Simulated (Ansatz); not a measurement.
Data:

```xyz
2
Lattice="0.0613 3.0666 3.0666 3.0666 0.0613 3.0666 3.1279 3.1279 0.0000" Properties=species:S:1:pos:R:3 pbc="T T T"
Cd     0.0000     0.0000     0.0262
Se     1.5640     1.5640     1.5071
```

No spin polarisation.

The values are results of r2SCAN (Ansatz, a program for electronic structure), no SOC, not measurements. Γ-centred 9×9×9 mesh, Fermi–Dirac width 0.05 eV.

### Question
Predict the valence-band top at Γ (three highest levels, from the VBM).

### Answer
0.00, -0.10, -0.18 eV.

### Question
What is the computed gap character?

### Answer
Direct at Γ.

The cells carry an imposed strain or load. Whether these cells are dynamically stable was not tested. The cell was made from CdSe in the zinc blende structure (space group F-43m, No. 216) by this change: tensor shear ε_xy = +2.00 %.
